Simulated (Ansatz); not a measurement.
Results of G0W0@PBEsol in Ansatz (hard PAW, contour deformation) for C (model structure, Ibam, No. 72, 6 atoms in the cell).

The cell is the one relaxed with PBEsol. Conventional cell: a = 2.6459 Å, b = 5.5230 Å, c = 4.6461 Å, α = 90.00°, β = 90.00°, γ = 90.00°.

One run with a 8×8×8 mesh, response cutoff 100 eV and 142 empty bands, not extrapolated in mesh or basis; no spin–orbit coupling.

Highest filled and lowest empty level by k point (fractions of the reciprocal vectors of the cell (3.608 -1.323 -0.056) (3.608 1.323 -0.056) (-2.935 -0.000 3.602) Å; eV from the valence maximum of each method):

```tsv
k	PBEsol filled	PBEsol empty	QP filled	QP empty
0 0 0	-1.27	4.38	-1.52	5.35
0 0.25 0.125	-2.02	4.41	-2.24	5.50
0 0.375 -0.5	-3.00	3.60	[?]	[?]
0 0.375 -0.375	-3.35	3.97	-3.70	5.05
0 -0.5 0.125	-2.70	3.70	[?]	[?]
0.125 0.125 0.25	-1.55	3.68	-1.82	4.75
0.125 -0.5 0	-2.76	3.99	-3.00	5.00
0.375 -0.5 0	-0.75	3.37	-0.81	4.42
```

Question: Estimate the withheld levels to about 0.1 eV.

Answer: 
- 0 0.375 -0.5, QP filled: -3.32
- 0 0.375 -0.5, QP empty: 4.64
- 0 -0.5 0.125, QP filled: -2.96
- 0 -0.5 0.125, QP empty: 4.70

Note: the relaxation could raise the start's symmetry but not lower it, so the cell can be a saddle point.

A model structure was made by putting elements into a prototype or built by hand; it is no filed structure, need not be a known phase, and can be a saddle point held by its symmetry.

Ansatz is a program for electronic structure.
